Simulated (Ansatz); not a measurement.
Base system: Rh2S3 in the Bi2Te3 type structure (space group R-3m, No. 166; a = 3.3155 Å, c = 23.5490 Å (hexagonal axes); a hypothetical phase, not in the database extracts checked; layered, stacked along the Cartesian z axis).

Computed with Ansatz (a quantum-chemistry and plane-wave program) PBEsol-D3(BJ), no spin-orbit coupling.

Free-standing slabs (5 atom(s) a layer) normal to the stacking axis with 15 Å of vacuum; in-plane cell relaxed.

One change was made to it. Results:

```
quantity                          base    after
-----------------------------  -------  -------
shortest interatomic distance  2.252 Å  2.263 Å
band gap                          zero  0.20 eV
in-plane lattice parameter a   3.316 Å  3.293 Å
```

### Question
Which of these changes matches the shifts?
(A) 1 layer
(B) 4 layers
(C) 2 layers
(D) 3 layers

### Answer
A, 1 layer. For comparison, the band gap in the other runs: 4 layers gives zero; 3 layers gives zero; 2 layers gives zero.

No phonon test of stability was made. The final runs are not spin-polarised. A zero or small gap of Rh2S3 can be the functional's error rather than a property of the material.
